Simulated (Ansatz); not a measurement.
Converging the k-point mesh: Tc (P-3m1, 2 atoms in the cell)

```
CELL_PARAMETERS angstrom
      1.36315    -2.36104     0.00000
      1.36315     2.36104     0.00000
      0.00000     0.00000     4.36805
ATOMIC_POSITIONS crystal
  Tc 0.33333 0.66667 0.26145
  Tc 0.66667 0.33333 0.75000
```

Level of theory: PBEsol, default PAW files made with PBE (plane waves; Ansatz, a program for electronic structure).

Base settings: basis.ecutwfc = 36.7 Ry; kpoints.mp_grid.grid = 14 14 8; hamiltonian.xc = pbesol; hamiltonian.pseudopotentials = {kind: paw} (the program's default PAW files); scf.occupations.method = gaussian; scf.occupations.width = 0.0073 Ry.

The second cell is the first with its lattice scaled by 0.98.

Only quantities that move along the ladder and can be compared are tabulated.

The count of work is k-points × plane waves × bands × iterations; it is no time. Core times come from one kind of shared machine, to one figure; runs under 30 s give none.

The starting cell has typed, rounded lattice constants, without a prior relaxation at this level. Its lattice was rescaled by up to half a per cent. One atom was moved a little off its site on purpose. Spin polarisation is off. Ansatz's pressure includes its estimate of the finite-basis (Pulay) stress. The cutoff lies below the one recommended for these files.

Steps (kpoints.mp_grid.grid): 2 2 2; 3 3 2; 4 4 2; 4 4 3; 5 5 3; 6 6 3; 7 7 4; 8 8 5; 9 9 5; 10 10 5; 11 11 6; 12 12 7; 13 13 7; 14 14 8; 15 15 8; 16 16 9; 18 18 10; 20 20 11; 22 22 12; 24 24 13; 27 27 15; 30 30 16; 33 33 18; 37 37 20; 41 41 22; 45 45 25.

Task: What is the coarsest kpoints.mp_grid.grid that holds the free energy within 5 meV/atom of the last step, with all finer ones?

Result: 10 10 5, at 0.013 of the last step's count of work; the step before is off by 5.4 meV/atom.

Task: What is the coarsest kpoints.mp_grid.grid that holds the forces within 0.005 eV/Å of the last step, with all finer ones?

Result: 27 27 15, at 0.23 of the last step's count of work and about 0.2 of the last step's time; the step before is off by 0.011 eV/Å.

Task: What is the coarsest kpoints.mp_grid.grid that holds the pressure within 1 GPa of the last step, with all finer ones?

Result: 6 6 3, at 0.0038 of the last step's count of work; the step before is off by 1.1 GPa.

```tsv
kpoints.mp_grid.grid	free energy less the last step's (meV/atom)	energy of the compressed cell less the first (meV/atom)	pressure (GPa)	largest difference of a force vector from the last step's (eV/Å)	count of work / last	core time / last (rough)
2 2 2	28.40	-8.04	-10.50	1.036	0.00088	–
3 3 2	469.80	116.72	10.86	1.750	0.0013	–
4 4 2	33.02	60.99	0.84	0.379	0.0018	–
4 4 3	-28.29	61.23	0.79	0.214	0.0023	–
5 5 3	-60.80	44.07	-2.05	0.252	0.0027	–
6 6 3	-1.97	49.81	-0.95	0.165	0.0038	–
7 7 4	-3.51	50.01	-0.90	0.244	0.0062	–
8 8 5	-0.89	49.74	-0.92	0.078	0.0088	–
9 9 5	5.37	50.92	-0.74	0.031	0.011	–
10 10 5	-3.16	51.07	-0.79	0.020	0.013	–
11 11 6	0.12	49.16	-1.02	0.020	0.019	–
12 12 7	3.31	49.51	-0.95	0.011	0.025	–
13 13 7	3.05	51.42	-0.64	0.013	0.028	–
14 14 8	0.57	49.47	-0.97	0.028	0.037	–
15 15 8	1.84	49.29	-1.02	0.041	0.042	–
16 16 9	2.35	50.39	-0.79	0.024	0.052	–
18 18 10	-0.73	49.45	-1.00	0.014	0.073	–
20 20 11	-0.36	50.52	-0.83	0.004	0.095	–
22 22 12	0.18	49.78	-0.93	0.007	0.12	–
24 24 13	-0.35	49.83	-0.95	0.011	0.16	0.2
27 27 15	-0.13	49.94	-0.92	0.004	0.23	0.2
30 30 16	-0.08	50.03	-0.90	0.002	0.30	0.4
33 33 18	0.07	50.06	-0.89	0.003	0.40	0.3
37 37 20	-0.01	49.98	-0.91	0.000	0.55	0.4
41 41 22	0.01	49.95	-0.91	0.001	0.74	0.6
45 45 25	0.00	49.94	-0.91	0.000	1.0	1
```

The energy difference between the two cells stays within 1 meV/atom of the last step's from 14 14 8 on, the total only from 18 18 10 on: much of the error is common to both cells and cancels.

Two neighbours can agree and both be off: 12 12 7 and 13 13 7 differ by 0.26 meV/atom in the free energy, yet lie about 3.0 meV/atom from the last step.

Keys are those of Ansatz 0.2.
